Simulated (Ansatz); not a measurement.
# What C → Be does to SiC

The reference is SiC in the zinc blende structure (space group F-43m, No. 216; a = 4.380 Å).

Modification: full substitution C → Be; the structure is relaxed again.

Computed with PBE (Ansatz, a first-principles code), no SOC, earlier PAW set. Settings: 16×16×16 k-points, 0.05 eV Fermi–Dirac smearing, for the changed cell.

The volume per atom rises by 6.48 Å³, from 10.50 Å³ to 16.98 Å³ and the density drops by 1.36 g/cm³, from 3.17 g/cm³ to 1.81 g/cm³. The lattice parameter a rises by 0.761 Å (4.380 Å → 5.141 Å) and the space group remains F-43m (No. 216). The shortest interatomic distance increases by 0.330 Å to 2.226 Å and the band gap changes from 1.37 eV to zero.

Final structure:

```
CELL_PARAMETERS angstrom
      0.00000     2.57048     2.57048
      2.57048     0.00000     2.57048
      2.57048     2.57048     0.00000
ATOMIC_POSITIONS crystal
  Be 0.75000 0.75000 0.75000
  Si 0.00000 0.00000 0.00000
```

Cost of the whole job for the changed cell (relaxation, final SCF and bands): very roughly 18 core-seconds.

No phonon test of stability was made. As relaxed here, BeSi is a hypothetical phase, not in the database extracts checked. All final runs are without spin polarisation.
